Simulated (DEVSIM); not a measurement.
Device: abrupt GaP p-n junction, at 300 K.

Layer 1 from the left is GaP, thickness (μm) 54.0, Na (cm⁻³) 3.6e15, τn (s) 1e-6, τp (s) 1e-6. Layer 2 from the left is GaP, thickness (μm) 4.50, Nd (cm⁻³) 1.7e16, τn (s) 1e-6, τp (s) 1e-6.

Left contact: ohmic. Right contact: ohmic. Voltage is applied to the left contact. Recombination: SRH at mid-gap, radiative, Auger. Mobility is μmin + (μ − μmin)/(1 + (N/Nref)^α).

The device is made up for the run: typed textbook-type constants, with dimensions and the other settings drawn at random. Values at 300 K.

GaP: gap (eV) 2.26, affinity (eV) 3.8, permittivity 11.1, Nc (cm⁻³) 1.8e19, Nv (cm⁻³) 1.9e19, μn (cm²/Vs) 250, μp (cm²/Vs) 150, μn,min 10, μp,min 10, Nref,n 4.4e18, Nref,p 1e18, αn 0.8, αp 0.85, B (cm³/s) 1e-13, Cn (cm⁶/s) 1e-30, Cp (cm⁶/s) 1e-30.

Simulated with DEVSIM: 1D drift-diffusion, Boltzmann statistics, complete ionisation; no tunnelling, impact ionisation, image-force lowering or self-heating.

Dark forward current:

```tsv
|V| (V)	|J| (A/cm²)
0.70	3.799e-13
0.75	1.024e-12
0.80	2.762e-12
0.85	7.463e-12
0.90	2.019e-11
0.95	5.475e-11
1.00	1.487e-10
1.05	4.050e-10
1.10	1.107e-9
1.15	3.039e-9
1.20	8.415e-9
1.25	2.366e-8
1.30	6.870e-8
1.35	2.128e-7
1.40	7.432e-7
1.45	3.103e-6
1.50	1.571e-5
1.55	9.221e-5
1.60	0.0005893
1.65	0.003908
1.70	0.02556
1.75	0.1430
1.80	0.5391
1.85	1.371
1.90	2.742
1.95	4.737
```

### Question
Work out the local ideality factor n = ΔV / (kT/q · ln(J2/J1)) between the rows 0.70 and 0.75 V, 1.60 and 1.65 V, 1.90 and 1.95 V.

### Answer
kT/q = 25.85 mV. From 0.70 to 0.75 V: ln(1.024e-12/3.799e-13) = 0.992, n = 1.95, near the 2 of recombination in the depletion region. From 1.60 to 1.65 V: ln(0.003908/0.0005893) = 1.892, n = 1.02, near the 1 of diffusion or emission over a barrier. From 1.90 to 1.95 V: ln(4.737/2.742) = 0.547, n = 3.54.

### Question
Estimate the current at 1.60 V from the Shockley equation with J0 = Σ q ni² D/(N L) coth(W/L), τ joining the SRH, radiative and Auger lifetimes that are on, and W taken as the whole layer.

### Answer
ni² = 3.67 cm⁻⁶; electrons in the p layer: μ = 249 cm²/Vs, D = 6.44 cm²/s, τ = 1.00e-6 s, L = 25.4 μm, W/L = 2.1, term 4.27e-31 A/cm²; holes in the n layer: μ = 146 cm²/Vs, D = 3.77 cm²/s, τ = 9.98e-7 s, L = 19.4 μm, W/L = 0.23, term 2.95e-31 A/cm². J0 = 7.21e-31 A/cm², and J = J0 exp(qV/kT) = 0.000548 A/cm². The simulation gives 0.000589 A/cm²; the estimate lies 6.9 % below. The estimate leaves out recombination in the depletion region and that region's share of W.
